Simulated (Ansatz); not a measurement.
The decay constant κ of evanescent states in the gap governs leakage through a thin film.

Given:

```yaml
crystal:
  lattice:
    - [3.18693, 0.00000, 0.00000]
    - [0.00000, 3.18693, 0.00000]
    - [1.59347, 1.59347, 2.25350]
  atoms:
    - { symbol: Ga, position: [0.00000, 0.00000, 0.00000] }
    - { symbol: N, position: [0.25000, 0.75000, 0.50000] }
```

Space group of this cell: F-43m, zinc blende. The cell is taken as given; by r2SCAN its mean pressure is -1.2 GPa.

Transport runs along the normal of the first two printed cell vectors, the (001) plane of the conventional cell.

No gap correction and no spin-orbit coupling; mid-gap values are interpolated between computed energies.

Task: Estimate the band gap and the smallest decay constant κ at mid-gap that r2SCAN run with Ansatz (a first-principles code) returns for this system.

Result: Gap 2.13 eV on a 14×14×14 mesh; κ = 0.154 1/Å, at the zone centre.
